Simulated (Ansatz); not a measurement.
Start from HfO₂ (space group P4_2/nmc, No. 137; a = 3.568 Å, c = 5.167 Å).

Now apply this change: an isotropic linear strain of +2.40 %, atoms relaxed at fixed cell.

Levels (all Ansatz, a quantum-chemistry and plane-wave program, PAW, earlier PAW set): PBEsol (420 eV, spin-orbit coupling left out); r2SCAN (500 eV, scalar-relativistic without spin-orbit coupling).

The geometry is relaxed with PBEsol.

| Item | Value |
|---|---|
| PBEsol lowest conduction level above the VBM at special points | Γ 4.43 eV; X 4.77 eV; R 4.89 eV; Z 5.02 eV |
| PBEsol pressure | -12.42 GPa |
| PBEsol smallest direct gap | 4.55 eV |

With r2SCAN at the same geometry, the lowest conduction level above the VBM at special points changes from Γ 4.43 eV; X 4.77 eV; R 4.89 eV; Z 5.02 eV to Γ 5.06 eV; X 5.36 eV; R 5.49 eV; Z 5.64 eV; the pressure rises by 1.256 GPa to -11.17 GPa; the smallest direct gap increases by 0.64 eV (4.55 eV → 5.19 eV).

Single points use the geometry relaxed with PBEsol. Their cutoffs differ, which shifts pressures a little. Spin-orbit coupling, missing from the scalar runs, can matter with Hf. Whether these cells are dynamically stable was not tested. This is not the structure that HfO2 has at room temperature and ambient pressure.
